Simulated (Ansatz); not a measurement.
Au: response to strain

Base system: Au in the fcc (Cu type) structure (space group Fm-3m, No. 225; a = 4.125 Å; relaxed with 0.1 eV smearing). Axes: x, y, z lie along the cube axes.

Strains are applied to the cell and any free atomic positions relax; under biaxial strain the out-of-plane vector relaxes too.

Level of theory: r2SCAN (Ansatz, a first-principles code), no spin-orbit coupling.

```csv
"biaxial strain, plane normal [001], relaxed out of plane (%)",out-of-plane strain (%)
0,0.00
0.5,-0.90
1,-1.79
1.5,?
2,-3.53
2.5,-4.39
3,-5.25
```

Question: Fit ε⊥ = −νε + γε² (strains in %) to the rows shown and predict the withheld row.

Answer: Least squares on the printed values gives ν = 1.80 (the biaxial Poisson response) and γ = 0.018 (largest residual 0.00 %); this predicts -2.66 %, and the run gives -2.67 %, in agreement.

No phonon test of stability was made.
